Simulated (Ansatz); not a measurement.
# Response to strain in InAs

Base system: InAs in the zinc blende structure (space group F-43m, No. 216).

```
CELL_PARAMETERS angstrom
      0.00000     3.05419     3.05419
      3.05419     0.00000     3.05419
      3.05419     3.05419     0.00000
ATOMIC_POSITIONS crystal
  As 0.75000 0.75000 0.75000
  In 0.00000 0.00000 0.00000
```

Cartesian axes are those of the cell as printed.

Strains are applied to the cell and any free atomic positions relax.

Method: Ansatz (a first-principles code), r2SCAN, PAW, cutoff 500 eV, no spin-orbit coupling, earlier PAW set.

Candidates:
(a) uniaxial strain ε_yy = −3.42 %
(b) tensor shear ε_xz = −0.19 %
(c) isotropic strain +2.79 %

Notes on the quantities. energy relative to the base: free energy F.

Question: Order them by energy relative to the base, highest first.

Answer: (c) isotropic strain +2.79 % (+32 meV/atom), (a) uniaxial strain ε_yy = −3.42 % (+8.8 meV/atom), (b) tensor shear ε_xz = −0.19 % (0.0 meV/atom)

The mesh was chosen for an insulator and is coarse for the gapless case. No phonon test of stability was made. All final runs are without spin polarisation.
